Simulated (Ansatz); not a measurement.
**Point defect F on the O site in rock-salt MgO**

These are PBE, PAW (plane waves to 420 eV; Ansatz, an electronic-structure program) values and carry that method's errors. Cell: 64 sites, 2×2×2; final energies on a 2×2×2 shifted mesh. Site at the start: the O site. Finite-size correction: monopole term and site-potential alignment. Dielectric constants: PBE linear response of the host. Host gap at this level: 4.46 eV. A cell of this size leaves errors of a few tenths of an eV. PBE underestimates the host's gap, which shifts levels and can delocalise carriers. Spin–orbit coupling is left out. Each state is the lowest found from its start.

Formation energies E_f are given with the Fermi level at the valence-band maximum. Chemical conditions: Mg-rich (Δμ(O) = -5.37 eV, Δμ(F) = -5.28 eV, bounded by rutile-type MgF2; only phases computed here count, gases as isolated molecules at 0 K); O-rich (Δμ(O) = 0.00 eV, Δμ(F) = -2.60 eV, bounded by rutile-type MgF2; only phases computed here count, gases as isolated molecules at 0 K). Reference phases: F: F2 molecule in a box, O: O2 molecule in a box.

```
charge         moment (μB)  point group  largest move off a lattice site (Å)  image correction with alignment (eV)  E_f, Mg-rich (eV)  E_f, O-rich (eV)
------  ------------------  -----------  -----------------------------------  ------------------------------------  -----------------  ----------------
+1      not spin-polarised           Oh                                 0.10                                  0.20              -2.45              0.23
0*                     0.9           Oh                                 0.10                                     –                  –                 –
−1*     not spin-polarised           Oh                                 0.10                                     –                  –                 –
```

* At this level the carrier isn't localised at the defect: at charge 0 electrons occupy the conduction band; at charge −1 electrons occupy the conduction band. Such a state is shallow or no state of the defect, and this cell gives it no level.

Point groups are those of the whole cell at tolerances of 0.03 and 0.1 Å ("near" where only the looser one holds); none is given for unsettled states.

Flagged in the runs: a doubtful potential alignment.

All states together cost around 24 core-minutes (rough).
